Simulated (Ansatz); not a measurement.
NH3 on the 1x1 (10-10) surface of wurtzite ZnO (cut with top plane O + Zn), one in a 2x1 cell, started at the site 'top Zn'

Host crystal: wurtzite ZnO, with a band gap (PBE, scalar-relativistic without spin-orbit coupling).

Method: HSE06, at the PBE geometry (plane waves to 420 eV, PAW; Ansatz, an electronic-structure program).

Slab: 36 atoms, 9.4 Å thick at the start under the adsorbate (thin: gaps and levels are the slab's own); k 3x3x1, smearing 0.01 eV, dipole-corrected; single point; no symmetry held, on the structure that PBE left; no spin, no spin-orbit, no U, no dispersion correction. At the end it is bonded to Zn. In PBE it is, or lies within 0.03 eV of, the lowest of the starts that converged; the order may differ at this level.

The adsorption energy against NH3(g) at the same level is -1.05 eV and the change of the step from the bottom to the top vacuum level, against the clean slab comes out as -2.09 eV. The height of the binding atom over the mean of the host atoms within 0.3 Å of the top one comes out as 1.696 Å and the nearest host atoms of the binding atom is Zn at 2.09 Å, O at 2.74 Å, O at 3.14 Å. The note comes out as in the relaxation the adsorbate left its starting site by 1.3 Å. The cost is around 40 core-minutes (rough).

A negative adsorption energy means that the adsorbate is more stable on the surface than in its reference.
